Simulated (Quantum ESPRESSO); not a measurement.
A self-consistent single point of Ba3SnS4 (Pm-3m, 8 atoms in the cell) with Quantum ESPRESSO.

Method of the run: PBEsol, PseudoDojo standard norm-conserving (PBESOL) pseudopotentials (plane waves; Quantum ESPRESSO).

```yaml
crystal:
  lattice:
    - [6.33258, 0.00000, 0.00000]
    - [0.00000, 6.33258, 0.00000]
    - [0.00000, 0.00000, 6.33258]
  atoms:
    - { symbol: Ba, position: [0.00000, 0.00000, 0.50000] }
    - { symbol: Ba, position: [0.50000, 0.00000, 0.00000] }
    - { symbol: Ba, position: [0.00000, 0.50000, 0.00000] }
    - { symbol: Sn, position: [0.50000, 0.50000, 0.50000] }
    - { symbol: S, position: [0.00000, 0.00000, 0.00000] }
    - { symbol: S, position: [0.50000, 0.50000, 0.00000] }
    - { symbol: S, position: [0.00000, 0.50000, 0.50000] }
    - { symbol: S, position: [0.50000, 0.00000, 0.50000] }
```

Reference input (self-consistent single point, DFT, PBEsol, plane waves, PseudoDojo standard norm-conserving (PBESOL) pseudopotentials): ecutwfc = 75 Ry; occupations = fixed; potentials = {Ba: Ba.upf, Sn: Sn.upf, S: S.upf}; K_POINTS = automatic 3 3 3 0 0 0; nbnd = 38; conv_thr = 1e-11 Ry; mixing_beta = 0.5. This run's input differs from it in these lines:

```diff
@@ -35,3 +35,3 @@
 K_POINTS {automatic}
-3 3 3  0 0 0
+7 7 7  0 0 0
 CELL_PARAMETERS {alat}
```

Output, abridged:

```
     Self-consistent Calculation

     iteration #  1     ecut=    75.00 Ry     beta= 0.50

     total energy              =    -414.17423686 Ry
     estimated scf accuracy    <       0.70798247 Ry

     iteration #  2     ecut=    75.00 Ry     beta= 0.50

     total energy              =    -414.42061221 Ry
     estimated scf accuracy    <       0.15523063 Ry

     iteration #  3     ecut=    75.00 Ry     beta= 0.50

     total energy              =    -414.44600025 Ry
     estimated scf accuracy    <       0.00915537 Ry

   [... 9 blocks of this kind left out ...]

     iteration # 13     ecut=    75.00 Ry     beta= 0.50

     total energy              =    -414.45112956 Ry
     estimated scf accuracy    <          1.7E-11 Ry

     iteration # 14     ecut=    75.00 Ry     beta= 0.50
     End of self-consistent calculation

     highest occupied, lowest unoccupied level (ev):     5.9540    7.5089

!    total energy              =    -414.45112956 Ry
     estimated scf accuracy    <          6.6E-13 Ry

     convergence has been achieved in  14 iterations

     Forces acting on atoms (cartesian axes, Ry/au):

     atom    1 type  1   force =     0.00000000    0.00000000    0.00000000
   [... zero for the other atoms too ...]

     Total force =     0.000000     Total SCF correction =     0.000000

          total   stress  (Ry/bohr**3)                   (kbar)     P=      -26.40
  -0.00017948   0.00000000   0.00000000          -26.40        0.00        0.00
   0.00000000  -0.00017948   0.00000000            0.00      -26.40        0.00
   0.00000000   0.00000000  -0.00017948            0.00        0.00      -26.40

   JOB DONE.
```

The run converged in 14 iterations. Against the reference run the free energy goes up by 12.6 meV/atom, the pressure goes from -2.75 to -2.64 GPa and the gap on the mesh goes from 2.470 to 1.555 eV.

The starting cell comes from a database of computed structures (which also holds hypothetical and non-ambient phases and stackings), without a prior relaxation at this level. Another mesh or the band path of this cell gives a smaller gap, so this value is not converged in the mesh.

Cost on one core of a shared machine: roughly 10 min.
